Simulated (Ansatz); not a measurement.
Consider this model of amorphous Si24O51W.

```xyz
76
Lattice="10.3061 -0.0482 -0.1391 -0.0482 10.5499 0.2403 -0.1391 0.2403 9.9690" Properties=species:S:1:pos:R:3 pbc="T T T"
Si     9.1139     8.1936     7.3760
Si     1.3599     4.1561     7.4529
Si     8.1306     5.5698     5.7849
Si     2.5122    10.4098     9.6694
Si     7.7901     1.4397     4.2569
Si     6.1684     2.9118     2.1919
Si     5.0246     0.5263     8.0794
Si     4.0531     3.3917     8.5272
Si     0.5410     5.4090     4.8043
Si     7.5862     0.3125     6.9046
Si     2.1378     7.1638     0.5867
Si     1.9306    10.1562     3.7444
Si     5.5643     6.7542     4.4926
Si     4.5205     6.3940     9.1021
Si     0.7901     3.3153     2.5772
Si     3.2131     1.8816     1.4929
Si     6.5977     6.1263     1.6382
Si     1.6918     9.4807     6.7754
Si     9.2428     6.7065     0.1048
Si     2.7378     7.1350     3.5521
Si     4.5661     8.4655     6.7450
Si     9.6205     0.4114     2.1943
Si     9.2080     2.7397     6.4482
Si    10.0055     4.3982     9.7953
O      5.5880     6.5190     0.4254
O     10.2047     1.9179     2.4550
O      6.7222     0.4263     8.3836
O      4.9534    10.0398     7.0665
O      0.4300     2.8805     7.0465
O      0.3334     8.5887     7.0655
O      2.3017     0.8345     0.4282
O      2.7954     6.6926     1.9907
O      2.7967     8.7541     3.6392
O      6.1955     6.9465     3.0000
O      6.4424     4.4975     1.8685
O      8.6500     1.4859     7.4560
O      1.0000     4.5896     8.9860
O      4.7738     2.0815     7.7510
O      4.7954     4.8678     8.6016
O      9.0110     0.2673     0.6748
O      2.9227     6.6599     9.4172
O      4.1793    10.4454     9.5644
O      4.9983     7.4403     7.9291
O      8.1156     6.6926     1.2893
O      3.9811     6.3383     4.2997
O      8.1729     9.4361     6.8881
O      2.9397     8.4177     6.6135
O      0.4481     9.9605     3.0018
O      0.8882     4.0133     4.0467
O      8.8764     8.1395     8.9883
O      6.9219     0.8337     5.5315
O      8.9041     5.4934     9.3284
O      6.5775     5.7054     5.2757
O      3.8376     2.6781     0.0284
O      2.2449     3.1310     1.9466
O      9.1005     2.1165     4.9721
O      5.4473     8.1153     5.4104
O      8.5165     6.8363     6.7333
O      9.2223     5.5932     4.5641
O      1.5963    10.3354     5.3845
O      2.8827     3.6854     7.4150
O      6.9491     3.1483     8.7921
O      6.8970     2.6253     3.6256
O      1.3052     6.6758     4.1681
O      8.3320     0.2887     3.2496
O      1.9501    10.4438     8.1017
O      9.4353     2.8649     9.5955
O      7.1074     1.9754     1.1591
O      4.7224     2.2410     2.2250
O      8.3522     4.1257     6.5703
O      0.0212     4.3598     1.5660
O      2.2267     8.7633     0.3664
O      0.5291     6.8384     0.6369
O      1.0148     5.3285     6.3755
O      2.8433     0.7949     2.8561
W      7.8680     1.9092     9.5543
```

The numbers are results of PBE, scalar-relativistic without spin-orbit coupling (plane waves to 420 eV, PAW; Ansatz, a first-principles code), not measurements.

The cell was made by melting and quenching with the CHGNet potential and then relaxed with DFT. O atoms were pushed apart under 1.9 Å during the dynamics, to hinder bonds among them. The hot cell started wider than the set density and was brought back towards it in steps. It is the lowest in DFT energy of 2 quenches. It is a model cell: composition and starting density were chosen by hand, and all elements were melted together. No dispersion term was used. Its density started from a set value of 2.43 and ended at 2.57 g/cm³. The quench (nominally 400 K/ps over its main leg) was far faster than any real one, so the model tends to hold more defects than a real film. A cell of this size samples the disorder only roughly. Volume and shape were free in the relaxation.

Cut-offs for bonds: Si-Si 2.60 Å, Si-O 1.94 Å, Si-W 2.74 Å, O-O 1.58 Å, O-W 2.51 Å, W-W 3.04 Å. Two cations that share two anions don't count as bonded, nor two that share one unless they lie closer than Si-Si 2.38 Å, Si-W 2.66 Å, W-W 2.95 Å.

Problem. Give the coordination numbers, mean bond lengths and angles.

Solution. 
The mean coordination of Si by anions comes out as 4.04 (23 with 4, 1 with 5) and the mean coordination of O is 2.02 (1 with 1, 48 with 2, 2 with 3). The mean coordination of W by anions is 6.00 (1 with 6) and the mean Si-O bond comes out as 1.642 Å (spread 0.035 Å, 97 counted). The mean O-W bond is 1.987 Å (spread 0.205 Å, 6 counted), the bond angle at Si comes out as mean 109.3°, spread 8.5° and the bond angle at O is mean 138.2°, spread 15.0°. The bond angle at W is mean 104.8°, spread 31.4°.

Problem. Which atoms depart from the most common coordination of their element?

Solution. Si16 has 5 (O55 1.64 Å, O69 1.72 Å, O31 1.75 Å, O54 1.78 Å, O75 1.78 Å); O27 has 3 (Si10 1.72 Å, Si7 1.73 Å, W76 2.21 Å); O36 has 3 (Si10 1.68 Å, Si23 1.70 Å, W76 2.28 Å); O62 has 1 (W76 1.72 Å).

Problem. List the pairs of like atoms that count as bonded by the rules above.

Solution. There are none by these rules.
